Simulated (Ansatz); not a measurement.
**MoS2: pressure series**

Base system: MoS2 in the 2H-MoS2 type structure (space group P6_3/mmc, No. 194; layered, stacked along the Cartesian z axis).

Space group P6₃/mmc (No. 194); a = 3.1494 Å, b = 3.1494 Å, c = 12.0915 Å, α = 90.00°, β = 90.00°, γ = 120.00°

| atom | site | symmetry | x | y | z |
|---|---|---|---|---|---|
| Mo | 2c | -6m2 | 0.3333 | 0.6667 | 0.2500 |
| S | 4f | 3m. | 0.6667 | 0.3333 | 0.1205 |

Cell and atoms are relaxed at each pressure.

Levels (all Ansatz, a program for electronic structure, PAW, earlier PAW set): PBE-D3(BJ) (420 eV, no SOC); r2SCAN+rVV10 (500 eV, spin-orbit coupling left out).

The base cell above is that of PBE-D3(BJ); each level relaxes its own structures.

```tsv
case	lattice parameter a, PBE-D3(BJ)	lattice parameter a, r2SCAN+rVV10
pressure −1 GPa	3.159 Å	3.182 Å
pressure 0.9 GPa	3.141 Å	3.166 Å
pressure 2.1 GPa	3.131 Å	3.156 Å
pressure 4.5 GPa	3.112 Å	3.138 Å
pressure 9 GPa	3.079 Å	3.107 Å
pressure 15 GPa	3.042 Å	3.071 Å
pressure 22.5 GPa	3.000 Å	3.031 Å
pressure 30 GPa	2.964 Å	2.996 Å
```

PBE-D3(BJ) lies below r2SCAN+rVV10 in every row, by 0.023 Å to 0.032 Å. They put the cases in the same order.

The mesh was chosen for an insulator and is coarse for the gapless case. Load acts through the strain it causes; cell and atoms are relaxed under it. Whether these cells are dynamically stable was not tested. No other phases were tried under pressure. The final runs are not spin-polarised.
